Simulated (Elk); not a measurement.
A self-consistent single point of ZnS (F-43m, 2 atoms in the cell) with Elk.

Computed with LDA (PW92), all-electron FP-LAPW, Elk's shipped species files, default APW+lo basis (Elk 10.2.4).

```xyz
2
Lattice="0.0000 2.7050 2.7050 2.7050 0.0000 2.7050 2.7050 2.7050 0.0000" Properties=species:S:1:pos:R:3 pbc="T T T"
Zn     0.0000     0.0000     0.0000
S      1.3525     1.3525     1.3525
```

Reference input (self-consistent single point, DFT, PBE, all-electron FP-LAPW, Elk's shipped species files, default APW+lo basis): xctype = 20; rgkmax = 7; stype = 3; swidth = 0.00183747 Ha; ngridk = 7 7 7; rmtscf = 0.9. This run's input differs from it in these lines:

```diff
@@ -4,3 +4,3 @@
 xctype
-  20
+  3
```

Output (repeated stretches shortened):

```
│ Self-consistent loop started │
│ Loop number : 1 │
 total energy                :     -2191.14726963
│ Loop number : 2 │
 total energy                :     -2191.27306158
RMS change in Kohn-Sham potential (target) :   0.1654633639     (  0.1000000000E-05)
Absolute change in total energy (target)   :   0.1257919534     (  0.1000000000E-03)
│ Loop number : 3 │
 total energy                :     -2191.41763668
RMS change in Kohn-Sham potential (target) :   0.1476799840     (  0.1000000000E-05)
Absolute change in total energy (target)   :   0.1760230863     (  0.1000000000E-03)
│ Loop number : 4 │
   [... lines left out ...]
Absolute change in total energy (target)   :   0.4697432219E-03 (  0.1000000000E-03)
│ Loop number : 13 │
 total energy                :     -2191.50065599
RMS change in Kohn-Sham potential (target) :   0.2807124526E-05 (  0.1000000000E-05)
Absolute change in total energy (target)   :   0.4428827515E-04 (  0.1000000000E-03)
│ Loop number : 14 │
 total energy                :     -2191.50060636
RMS change in Kohn-Sham potential (target) :   0.1968757626E-06 (  0.1000000000E-05)
Absolute change in total energy (target)   :   0.3856168041E-04 (  0.1000000000E-03)
Convergence targets achieved

│ Loop number : 15 │

Energies :
 Fermi                       :     0.154348703318
 total energy                :     -2191.50060431

Density of states at Fermi energy :   0.1360791956E-06
 (states/Hartree/unit cell)

Estimated indirect band gap :   0.6746717620E-01
 from k-point      1 to k-point      1
Estimated direct band gap   :   0.6746717620E-01
 at k-point      1

Charges :
 core                        :    22.00000000
 valence                     :    24.00000000
 interstitial                :    3.682466882
 muffin-tins (core leakage)
  species :    1 (Zn)
   atom    1                 :    28.47348290     (  0.3518344998E-03)
  species :    2 (S)
   atom    1                 :    13.84405022     (  0.3083553259E-03)
 total in muffin-tins        :    42.31753312
 total calculated charge     :    45.98929487
 total charge                :    46.00000000
 error                       :   0.1070513017E-01

│ Self-consistent loop stopped │
```

The run converged in 15 iterations. The count includes the last loop, which Elk runs after its targets are met. Against the reference run the gap on the mesh goes from 2.014 to 1.836 eV.

The starting cell has typed, rounded lattice constants, without a prior relaxation at this level. Values depend on the basis (sphere radii, cutoffs, local orbitals), which need not be converged.
